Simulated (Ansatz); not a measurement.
**Pressure series in TiC**

Start from TiC in the rock salt structure (space group Fm-3m, No. 225).

```xyz
2
Lattice="0.0000 2.1665 2.1665 2.1665 0.0000 2.1665 2.1665 2.1665 0.0000" Properties=species:S:1:pos:R:3 pbc="T T T"
Ti     0.0000     0.0000     0.0000
C      2.1665     2.1665     2.1665
```

Cell and atoms are relaxed at each pressure.

Calculations: plane-wave PAW DFT at the PBE level (Ansatz, a program for electronic structure, 420 eV), no SOC.

```json
[
 {"pressure (GPa)": "-2", "volume per atom (Å³/atom)": "10.252"},
 {"pressure (GPa)": "-1", "volume per atom (Å³/atom)": "10.210"},
 {"pressure (GPa)": "0", "volume per atom (Å³/atom)": "10.169"},
 {"pressure (GPa)": "0.3", "volume per atom (Å³/atom)": "?"},
 {"pressure (GPa)": "0.7", "volume per atom (Å³/atom)": "10.141"},
 {"pressure (GPa)": "1.5", "volume per atom (Å³/atom)": "10.109"},
 {"pressure (GPa)": "3", "volume per atom (Å³/atom)": "10.051"},
 {"pressure (GPa)": "5", "volume per atom (Å³/atom)": "9.976"},
 {"pressure (GPa)": "7.5", "volume per atom (Å³/atom)": "9.886"}
]
```

Task: Fit the third-order Birch–Murnaghan form P(V) = (3B₀/2)[(V₀/V)^(7/3) − (V₀/V)^(5/3)]·[1 + (3/4)(B₀′ − 4)((V₀/V)^(2/3) − 1)] (squares taken in P) to the rows shown and predict the withheld row.

Result: Least squares on the printed values gives V₀ = 10.169 Å³/atom, B₀ = 251 GPa, B₀′ = 4.1; this predicts 10.157 Å³/atom, and the run gives 10.157 Å³/atom, in agreement.

Load acts through the strain it causes; cell and atoms are relaxed under it. No phonon test of stability was made. No other phases were tried under pressure. The base started in Pnma and relaxed to Fm-3m at this level. The final runs are not spin-polarised.
